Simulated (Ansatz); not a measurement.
A self-consistent single point of Sr4Bi2O (I4mm, 7 atoms in the cell) with Ansatz (a quantum-chemistry and plane-wave program).

Method: PBEsol, default PAW files made with PBE (plane waves; Ansatz).

The change in words: lattice scaled by 0.98; basis.ecutwfc: 420 eV → 295 eV. Reference geometry:
```yaml
crystal:
  lattice:
    - [-2.50747, 2.50747, 8.79961]
    - [2.50747, -2.50747, 8.79961]
    - [2.50747, 2.50747, -8.79961]
  atoms:
    - { symbol: Sr, position: [0.83781, 0.83781, 0.00000] }
    - { symbol: Sr, position: [0.17023, 0.17023, 0.00000] }
    - { symbol: Sr, position: [0.99808, 0.49808, 0.50000] }
    - { symbol: Sr, position: [0.49808, 0.99808, 0.50000] }
    - { symbol: Bi, position: [0.63778, 0.63778, 0.00000] }
    - { symbol: Bi, position: [0.36026, 0.36026, 0.00000] }
    - { symbol: O, position: [0.99020, 0.99020, 0.00000] }
```

Reference input (self-consistent single point, DFT, PBEsol, plane waves, default PAW files made with PBE): basis.ecutwfc = 420 eV; kpoints.mp_grid.grid = 3 3 3; hamiltonian.xc = pbesol; hamiltonian.pseudopotentials = {kind: paw} (the program's default PAW files); scf.occupations.method = fermi_dirac; scf.occupations.width = 0.02 eV. This run's input differs from it in these lines:

Ansatz 0.2 input:
```diff
@@ -2,5 +2,5 @@
   lattice:
-    - [-2.507475, 2.507475, 8.799607]
-    - [2.507475, -2.507475, 8.799607]
-    - [2.507475, 2.507475, -8.799607]
+    - [-2.457326, 2.457326, 8.623615]
+    - [2.457326, -2.457326, 8.623615]
+    - [2.457326, 2.457326, -8.623615]
   atoms:
@@ -14,3 +14,3 @@
 basis:
-  ecutwfc: 420.0
+  ecutwfc: 295.0
 kpoints:
```

Output (repeated stretches shortened):

```
SCF iter   1: F=—  HF=-39021.019552 eV  |F-HF|=—  |Δ(HF+E_count)|=         —  Δρ=1.29e-2  dr2=2.56e-1  ethr=1.77e-3  ⟨swp⟩=12.2  Hψ=1497  notcnv=0
all-band conjugate gradients solve this SCF's bands
preconditioner: auto → Resta (q_TF=auto, 2.306 Å⁻¹)
SCF iter   2: F=—  HF=-39020.972620 eV  |F-HF|=—  |Δ(HF+E_count)|=   4.69e-2  Δρ=5.33e-3  dr2=4.67e-2  ethr=3.36e-4  ⟨swp⟩=2.7  Hψ=518  notcnv=0  defer=10
   [... lines left out ...]
SCF iter   5: F=—  HF=-39020.965734 eV  |F-HF|=—  |Δ(HF+E_count)|=   3.55e-5  Δρ=7.13e-5  dr2=2.11e-5  ethr=2.22e-7  ⟨swp⟩=2.0  Hψ=444  notcnv=0  defer=12
SCF iter   6: F=—  HF=-39020.965828 eV  |F-HF|=—  |Δ(HF+E_count)|=   9.38e-5  Δρ=2.19e-5  dr2=1.08e-6  ethr=2.78e-8  ⟨swp⟩=2.2  Hψ=477  notcnv=0  defer=12
SCF iter   7: F=—  HF=-39020.965828 eV  |F-HF|=—  |Δ(HF+E_count)|=   4.18e-7  Δρ=7.06e-6  dr2=1.32e-7  ethr=1.32e-10  ⟨swp⟩=12.0  Hψ=1373  notcnv=0
SCF iter   8: F=-39020.965828 eV  HF=-39020.965828 eV  |F-HF|=3.21e-9  |Δ(HF+E_count)|=   4.82e-8  Δρ=1.73e-6  dr2=1.36e-8  ethr=1.32e-10  ⟨swp⟩=4.7  Hψ=847  notcnv=0
SCF 1 converged in 8 iterations: F = -39020.965828 eV  dr2 = 1.36e-8
Free energy (F): -39020.965828 eV
Internal energy: -39020.965828 eV  (E = F + TS)
E sigma→0 (E₀):  -39020.965828 eV
Fermi energy:    9.196383 eV
--- Forces (eV/Å), atoms counted from 1 ---
  atom   1  Sr     0.00000000     0.00000000    -0.21170170
  atom   2  Sr    -0.00000000    -0.00000000     0.00543215
  atom   3  Sr     0.00000000    -0.00000000     0.10278407
  atom   4  Sr    -0.00000000     0.00000000     0.10278407
  atom   5  Bi    -0.00000000     0.00000000     0.08700919
  atom   6  Bi     0.00000000    -0.00000000    -0.00587727
  atom   7  O      0.00000000    -0.00000000    -0.08042166
--- Stress (GPa, compression-positive) ---
        1.763150       0.000000      -0.000000
        0.000000       1.763150       0.000000
       -0.000000      -0.000000       1.334847
  P = ⅓ Tr σ = 1.6204 GPa (16.204 kbar)
  The stress holds the Pulay correction. Without it, at fixed plane waves, as pw.x and ABINIT print it: P = -2.8235 GPa
```

The run converged in 8 iterations. Against the reference run the free energy goes up by 113 meV/atom, the pressure goes from -1.05 to 1.62 GPa, the largest force goes from 0.098 to 0.212 eV/Å and the gap on the mesh goes from 0.902 to 0.804 eV.

The starting cell comes from a database of computed structures (which also holds hypothetical and non-ambient phases and stackings), without a prior relaxation at this level. Its lattice was rescaled by up to half a per cent. One atom was moved a little off its site on purpose. For this run, on top of that: lattice scaled by 0.98. Spin-orbit coupling is off. Ansatz's pressure includes its estimate of the finite-basis (Pulay) stress. Without the estimate this run gives -2.82 GPa. The cutoff lies below the one recommended for these files.
